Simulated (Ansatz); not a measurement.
Nb (model structure, started from the diamond type, Fd-3m, No. 227, 2 atoms in the cell) was calculated with r²SCAN (plane waves, PAW; Ansatz, an electronic-structure program).

Run with plane-wave cutoff 560 eV, 16×16×16 k mesh, Fermi–Dirac smearing 0.05 eV, no spin polarisation, scalar-relativistic PAW data made under PBE.

Cell (relaxed at this level):

```yaml
crystal:
  lattice:
    - [0.00000, 2.92665, 2.92665]
    - [2.92665, 0.00000, 2.92665]
    - [2.92665, 2.92665, 0.00000]
  atoms:
    - { symbol: Nb, position: [0.25000, 0.25000, 0.25000] }
    - { symbol: Nb, position: [0.00000, 0.00000, 0.00000] }
```

Question: Give the computed bulk modulus B0.

Answer: 
- bulk modulus B0: 70.6 GPa

Note: the run has no spin polarisation, so it can have missed a magnetic state; the bulk modulus is −V dP/dV from two relaxed cells at ±2 % in volume; the relaxation could raise the start's symmetry but not lower it, so the cell can be a saddle point.

Computed values are for the static lattice.

A model structure was made by putting elements into a prototype or built by hand; it is no filed structure, need not be a known phase, and can be a saddle point held by its symmetry.
